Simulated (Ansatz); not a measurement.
The starting structures come from a database of crystals and need not be the phases stable at ambient conditions.

Inside the gap of an insulator the Bloch states are evanescent, with a wavenumber k + iκ along the transport direction.

Input:

```
OsSbTe
1.0
    6.66095     0.00000     0.00000
    2.69260     6.17117     0.00000
    0.00000     0.00000     6.56269
Sb Te Os
4 4 4
Direct
  0.14002   0.11482   0.13936
  0.85998   0.88518   0.86064
  0.85998   0.38518   0.63936
  0.14002   0.61482   0.36064
  0.34678   0.31754   0.86536
  0.65322   0.68246   0.13464
  0.65322   0.18246   0.36536
  0.34678   0.81754   0.63464
  0.27593   0.20493   0.49922
  0.72407   0.79507   0.50078
  0.72407   0.29507   0.99922
  0.27593   0.70493   0.00078
```

Space group of this cell: P2_1/c. The cell is taken as given; by PBEsol its mean pressure is -2.5 GPa.

Transport runs along the normal of the first two printed cell vectors.

No gap correction and no spin-orbit coupling; mid-gap values are interpolated between computed energies.

Question: Give the band gap and the smallest decay constant κ at mid-gap that PBEsol in Ansatz (a first-principles code) yields.

Answer: Gap 0.84 eV on a 6×6×6 mesh; κ = 0.158 1/Å, at (0.167, 0.500) of the in-plane reciprocal vectors. At the zone centre, at the nearest computed energy, the slowest state has κ = 0.20 1/Å.
